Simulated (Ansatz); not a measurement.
**MgTe, response to strain**

The reference is MgTe in the zinc blende structure (space group F-43m, No. 216; a = 6.368 Å). Axes: x, y, z lie along the cube axes.

Strains are applied to the cell and any free atomic positions relax; under biaxial strain the out-of-plane vector relaxes too.

Method: plane-wave PAW DFT at the LDA level (Ansatz, a program for electronic structure, 420 eV), no SOC.

Notes on the quantities. pressure: mean of the normal stresses, compression positive.

| change | ratio −ε⊥/ε∥ | pressure |
|---|---|---|
| base | – | 0.1 kbar |
| biaxial strain −2.50 %, plane normal [111], relaxed out of plane | 0.88 | 11.3 kbar |
| biaxial strain −2.08 %, plane normal [111], relaxed out of plane | 0.88 | 9.4 kbar |
| biaxial strain −1.67 %, plane normal [111], relaxed out of plane | 0.89 | 7.5 kbar |
| biaxial strain −1.25 %, plane normal [111], relaxed out of plane | 0.89 | 5.6 kbar |
| biaxial strain −0.83 %, plane normal [111], relaxed out of plane | 0.89 | 3.7 kbar |
| biaxial strain +0.42 %, plane normal [111], relaxed out of plane | – | -1.8 kbar |
| biaxial strain +1.25 %, plane normal [111], relaxed out of plane | 0.86 | -5.3 kbar |
| biaxial strain +2.08 %, plane normal [111], relaxed out of plane | 0.86 | -8.7 kbar |
| biaxial strain +2.50 %, plane normal [111], relaxed out of plane | 0.86 | -10.4 kbar |

No phonon test of stability was made.
